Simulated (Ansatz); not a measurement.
```
InP
1.0
    0.00000     2.93527     2.93527
    2.93527     0.00000     2.93527
    2.93527     2.93527     0.00000
P In
1 1
Direct
  0.25000   0.25000   0.25000
  0.00000   0.00000   0.00000
```

No spin polarisation.

The values are results of Kohn–Sham DFT with the PBE functional, run in Ansatz (an electronic-structure program) with PAW and 420 eV plane waves, no SOC, not measurements. Settings: 10×10×10 k-points, 0.05 eV Fermi–Dirac smearing.

Problem. Predict the hole mass, band gap, gap character and width of the top valence band.

Solution. The hole mass (degenerate bands, along [100]) is 0.054, 0.44, 0.44 mₑ (at Γ), the band gap is 0.69 eV and the gap character is direct at Γ. The width of the top valence band comes out as 2.89 eV.

Load acts through the strain it causes; cell and atoms are relaxed under it. Masses are band curvatures over ±0.01 Å⁻¹ around the edge. Whether these cells are dynamically stable was not tested. Tetrahedral semiconductors of this kind turn to denser phases somewhere between about 1 and 50 GPa; those were not computed, so compressed cells here can lie past the real transition. The cell was made from InP in the zinc blende structure (space group F-43m, No. 216) by this change: pressure 3 GPa.
